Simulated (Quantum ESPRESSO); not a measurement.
Checking a run of Quantum ESPRESSO on Sr₄N₃ (P1, 7 atoms in the cell). The aim is a self-consistent single point with DFT, PBEsol, plane waves, GBRV 1.5 ultrasoft (PBESOL) pseudopotentials.

This input was run:

```fortran
&control
   calculation = 'scf'
   outdir = './out'
   pseudo_dir = './'
   tprnfor = .true.
   tstress = .true.
/
&system
   ibrav = 0
   nat = 7
   ntyp = 2
   ecutwfc = 40
   ecutrho = 200
   occupations = 'smearing'
   smearing = 'fermi-dirac'
   degauss = 0.0073499
/
&electrons
   conv_thr = 1e-8
   mixing_beta = 0.4
/
ATOMIC_SPECIES
Sr    87.6200  n_pbesol_v1.2.uspp.F.UPF
N     14.0070  sr_pbesol_v1.uspp.F.UPF
ATOMIC_POSITIONS alat
Sr  -0.0449903870   -0.5912782890    1.3391082215
Sr  0.4239414983    0.1305271777    1.2541492983
Sr  0.4497498272    1.1297535997    0.6130676021
Sr  0.9209576980    0.4327216361    0.6552345725
N   -0.0491191505   -0.1498539300    0.8657212200
N   0.4270895255    0.5447994624    0.2736009463
N   0.4317817275    0.7112124077    1.0748254659
K_POINTS automatic
5 3 3  0 0 0
CELL_PARAMETERS angstrom
   4.0087700000     0.0000000000     0.0000000000
  -0.0643850000     6.4020860000     0.0000000000
  -0.3613500000    -2.7964920000     5.9652640000
```

Output (repeated stretches shortened):

```
     G-vector sticks info
     --------------------
     sticks:   dense  smooth     PW     G-vecs:    dense   smooth      PW
     Sum        1457    1169    339                49297    35333    5495

     bravais-lattice index     =            0
     lattice parameter (alat)  =       7.5755  a.u.
   [... lines left out ...]
         2        Sr     tau(   2) = (   0.4239415   0.1305272   1.2541493  )
         3        Sr     tau(   3) = (   0.4497498   1.1297536   0.6130676  )
         4        Sr     tau(   4) = (   0.9209577   0.4327216   0.6552346  )
         5        N      tau(   5) = (  -0.0491192  -0.1498539   0.8657212  )
         6        N      tau(   6) = (   0.4270895   0.5447995   0.2736009  )
         7        N      tau(   7) = (   0.4317817   0.7112124   1.0748255  )

     number of k points=    23  Fermi-Dirac smearing, width (Ry)=  0.0073
                       cart. coord. in units 2pi/alat
        k(    1) = (   0.0000000   0.0000000   0.0000000), wk =   0.0444444
        k(    2) = (   0.0000000   0.0000000   0.2240063), wk =   0.0888889
        k(    3) = (   0.0000000   0.2087221   0.0978481), wk =   0.0888889
   [... 20 lines left out ...]

     Dense  grid:    49297 G-vectors     FFT dimensions: (  36,  60,  60)

     Smooth grid:    35333 G-vectors     FFT dimensions: (  32,  50,  54)

     Initial potential from superposition of free atoms

     starting charge      49.9077, renormalised to      50.0000

     negative rho (up, down):  1.903E-01 0.000E+00
     Self-consistent Calculation

     iteration #  1     ecut=    40.00 Ry     beta= 0.40

     negative rho (up, down):  1.917E-01 0.000E+00

     total energy              =    -289.56123350 Ry
     estimated scf accuracy    <       1.52440310 Ry

     iteration #  2     ecut=    40.00 Ry     beta= 0.40

     negative rho (up, down):  1.922E-01 0.000E+00

     total energy              =    -289.55644955 Ry
     estimated scf accuracy    <       9.47010157 Ry

     iteration #  3     ecut=    40.00 Ry     beta= 0.40

     negative rho (up, down):  1.926E-01 0.000E+00

     total energy              =    -289.72196053 Ry
     estimated scf accuracy    <       6.07552457 Ry

   [... 13 blocks of this kind left out ...]

     iteration # 17     ecut=    40.00 Ry     beta= 0.40

     negative rho (up, down):  1.967E-01 0.000E+00

     total energy              =    -290.11775488 Ry
     estimated scf accuracy    <       0.00000005 Ry

     iteration # 18     ecut=    40.00 Ry     beta= 0.40

     negative rho (up, down):  1.967E-01 0.000E+00
     End of self-consistent calculation

     the Fermi energy is     4.4772 ev

!    total energy              =    -290.11775489 Ry
     estimated scf accuracy    <          2.1E-09 Ry
     smearing contrib. (-TS)   =      -0.03407518 Ry
     internal energy E=F+TS    =    -290.08367971 Ry

     convergence has been achieved in  18 iterations

     negative rho (up, down):  1.967E-01 0.000E+00

     Forces acting on atoms (cartesian axes, Ry/au):

     atom    1 type  1   force =     0.00138914    0.03234627    0.00113422
     atom    2 type  1   force =     0.00456828   -0.01834648   -0.03678238
     atom    3 type  1   force =    -0.00438620   -0.01408644    0.00613636
     atom    4 type  1   force =     0.00472067    0.01484904    0.01130679
   [... lines left out ...]
     Total force =     0.067547     Total SCF correction =     0.000039
   [... lines left out ...]

     negative rho (up, down):  1.967E-01 0.000E+00
          total   stress  (Ry/bohr**3)                   (kbar)     P=      -34.43
  -0.00027655   0.00001122   0.00001646          -40.68        1.65        2.42
   0.00001122  -0.00025845  -0.00015316            1.65      -38.02      -22.53
   0.00001646  -0.00015316  -0.00016709            2.42      -22.53      -24.58

   JOB DONE.
```

Is anything amiss in this input, and did it matter?

The run is not sound. The fault is potential files assigned to the wrong elements. Each file describes one element; swapped files give the atoms the wrong cores and charges. To fix it, match the files to the elements. The run converged in 18 iterations without an error; against the sound input the pressure goes from -0.67 to -3.44 GPa and the largest force goes from 0.702 to 1.063 eV/Å.

The sound input it was made from differs as follows (other fixes are possible):
```diff
-Sr    87.6200  n_pbesol_v1.2.uspp.F.UPF
-N     14.0070  sr_pbesol_v1.uspp.F.UPF
+Sr    87.6200  sr_pbesol_v1.uspp.F.UPF
+N     14.0070  n_pbesol_v1.2.uspp.F.UPF
-Sr  -0.0449903870   -0.5912782890    1.3391082215
-Sr  0.4239414983    0.1305271777    1.2541492983
-Sr  0.4497498272    1.1297535997    0.6130676021
-Sr  0.9209576980    0.4327216361    0.6552345725
-N   -0.0491191505   -0.1498539300    0.8657212200
-N   0.4270895255    0.5447994624    0.2736009463
-N   0.4317817275    0.7112124077    1.0748254659
+Sr   -0.0449903870   -0.5912782890    1.3391082215
+Sr    0.4239414983    0.1305271777    1.2541492983
+Sr    0.4497498272    1.1297535997    0.6130676021
+Sr    0.9209576980    0.4327216361    0.6552345725
+N    -0.0491191505   -0.1498539300    0.8657212200
+N     0.4270895255    0.5447994624    0.2736009463
+N     0.4317817275    0.7112124077    1.0748254659
```

With that input, the run converged in 14 iterations: free energy E − TS -4635.8596 eV; Fermi level (on the code's own zero) 7.51 eV; pressure -0.67 GPa; largest force (vector length) 0.702 eV/Å (DFT, PBEsol, plane waves, GBRV 1.5 ultrasoft (PBESOL) pseudopotentials).

On the sound input: the starting cell comes from a database of computed structures (which also holds hypothetical and non-ambient phases and stackings), without a prior relaxation at this level. Its atoms were displaced at random from the sites of space group no. 1.
